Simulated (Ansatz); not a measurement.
The reference is GaN in the zinc blende structure (space group F-43m, No. 216).

```
GaN
1.0
    0.00000     2.22769     2.22769
    2.22769     0.00000     2.22769
    2.22769     2.22769     0.00000
Ga N
1 1
Direct
  0.00000   0.00000   0.00000
  0.25000   0.25000   0.25000
```

Cartesian axes are those of the cell as printed.

All numbers come from plane-wave PAW DFT at the LDA level (Ansatz, a quantum-chemistry and plane-wave program, 420 eV), without spin-orbit coupling.

Before the change:

| Property | Value |
|---|---|
| Electron mass | 0.18 mₑ (at Γ) |

It is then changed as follows: tensile biaxial strain of 2.00 % in the plane normal to [001], as in epitaxy on a mismatched substrate; the out-of-plane cell vector and the atoms relax.

Task: Estimate the effect on the electron mass.

Result: The electron mass changes from 0.18 mₑ (at Γ) to 0.16 mₑ out of plane, 0.17 mₑ in plane (at Γ).

Task: How does this affect the energy relative to the base?

Result: The energy rises by 7.2 meV/atom.

Task: Estimate the effect on the ratio −ε⊥/ε∥.

Result: The ratio −ε⊥/ε∥ comes out as 1.13.

The levels and masses belong to the bands next to the band gap. Masses are band curvatures over ±0.01 Å⁻¹ around the edge. Whether these cells are dynamically stable was not tested. This is not the structure that GaN has at room temperature and ambient pressure.
